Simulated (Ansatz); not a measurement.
Start from SiO2 in the rutile structure (space group P4_2/mnm, No. 136; a = 4.236 Å, c = 2.690 Å).

All numbers come from Ansatz (a program for electronic structure) PBE, spin-orbit coupling left out.

Strains are applied to the cell and any free atomic positions relax.

One change was made to it. Results:

The width of the top valence band grows by 0.24 eV, from 2.56 eV to 2.80 eV; the band gap increases by 1.20 eV to 6.24 eV; the gap character is still direct at Γ; the hole mass becomes 1.7 mₑ along c, 1.1 mₑ across (at Γ) (base: 1.9 mₑ along c, 1.1 mₑ across (at Γ)).

Q: Which change produced these results?
A) isotropic strain −1.20 %
B) isotropic strain −0.60 %
C) isotropic strain −3.00 %
D) isotropic strain −2.40 %

A: D, isotropic strain −2.40 %. For comparison, the band gap in the other runs: isotropic strain −1.20 % gives 5.62 eV; isotropic strain −0.60 % gives 5.33 eV; isotropic strain −3.00 % gives 6.56 eV.

Masses are band curvatures over ±0.01 Å⁻¹ around the edge. Semilocal Kohn–Sham gaps tend to fall short of experiment. Stability against distortions was not tested.
